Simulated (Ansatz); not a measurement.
Here is the system:

```xyz
2
Lattice="0.0000 2.6099 2.6099 2.6099 0.0000 2.6099 2.6099 2.6099 0.0000" Properties=species:S:1:pos:R:3 pbc="T T T"
S      0.0000     0.0000     0.0000
Mg     2.6099     2.6099     2.6099
```

A single point on MgS with a change (isotropic strain +0.73 %), its geometry relaxed with PBEsol.

The values are results of DFT with PBEsol, PAW potentials and a 420 eV plane-wave cutoff in Ansatz (a quantum-chemistry and plane-wave program), with spin-orbit coupling, not measurements. Settings: 11×11×11 k-points, 0.05 eV Fermi–Dirac smearing.

**Question.** Estimate the gap character.

**Answer.** Indirect, Γ → X.

**Question.** Estimate the valence-band top at Γ (three highest Kramers pairs, from the VBM).

**Answer.** 0.00, 0.00, -0.09 eV.

**Question.** Predict the band gap.

**Answer.** 2.65 eV.

Single points use the geometry relaxed with PBEsol. Stability against distortions was not tested. The cell was made from MgS in the rock salt structure (space group Fm-3m, No. 225) by this change: isotropic strain +0.73 %.
